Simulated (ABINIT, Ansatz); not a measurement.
An ABINIT input for a self-consistent single point of FeO (Fm-3m, 2 atoms in the cell) (DFT, PBE, plane waves, PAW (JTH v2.0 PBE PAW)):

```
# FeO, JTH v2.0 PBE PAW
pp_dirpath "./"
pseudos "Fe.GGA_PBE-JTH.xml, O.GGA_PBE-JTH.xml"
acell 3*1.0 Angstrom
rprim
         0.0000000000    2.0910970000    2.0910970000
         2.0910970000    0.0000000000    2.0910970000
         2.0910970000    2.0910970000    0.0000000000
natom 2
ntypat 2
znucl 26 8
typat 1 2
xred
         0.0000000000    0.0000000000    0.0000000000
         0.5000000000    0.5000000000    0.5000000000
ecut 30
pawecutdg 60
pawxcdev 0
ixc 11
nsppol 2
spinat
      0 0 4
      0 0 0
occopt 3
tsmear 0.00367493
nband 18
kptopt 1
ngkpt 18 18 18
nshiftk 1
shiftk 0 0 0
nstep 50
tolvrs 1.0e-12
prtwf 0
prtden 0
prtvol 1
```

**Question.** Translate this input to Ansatz (a first-principles code).

**Answer.** One input that does it (others would too):

Ansatz 0.2 input:
```yaml
# FeO
crystal:
  lattice:
    - [0.000000, 2.091097, 2.091097]
    - [2.091097, 0.000000, 2.091097]
    - [2.091097, 2.091097, 0.000000]
  atoms:
    - { symbol: Fe, position: [0.000000, 0.000000, 0.000000], spin: 4.0 }
    - { symbol: O, position: [0.500000, 0.500000, 0.500000] }
kpoints:
  mp_grid:
    grid: [18, 18, 18]
hamiltonian:
  xc: pbe
  pseudopotentials:
    kind: paw
magnetization:
  spin_polarized: true
scf:
  occupations:
    method: fermi_dirac
    width: 0.1
output:
  forces: true
  eigenvalues: true
  stress: true
```

Basis settings and potentials, where a program has them, do not carry over. This input uses DFT, PBE, plane waves, default PAW files. Both were run: pressure 18.71 GPa in ABINIT and 19.00 in Ansatz; size of the net moment 1.97 μB/atom in ABINIT and 1.97 in Ansatz. Ansatz's pressure is the one without its finite-basis correction.

On ABINIT: the starting cell comes from a database of computed structures (which also holds hypothetical and non-ambient phases and stackings), without a prior relaxation at this level. Its lattice was rescaled by a random factor within 2.5 % of one. For this run, on top of that: lattice scaled by 0.98. With one magnetic atom in the cell only a parallel order is possible. With a pressure of about 19 GPa the cell is away from its equilibrium volume at this level.

On Ansatz: the starting cell comes from a database of computed structures (which also holds hypothetical and non-ambient phases and stackings), without a prior relaxation at this level. Its lattice was rescaled by a random factor within 2.5 % of one. For this run, on top of that: lattice scaled by 0.98. The magnetic order is the one reached from the typed start; others were not searched systematically. With a pressure of about 20 GPa the cell is away from its equilibrium volume at this level.
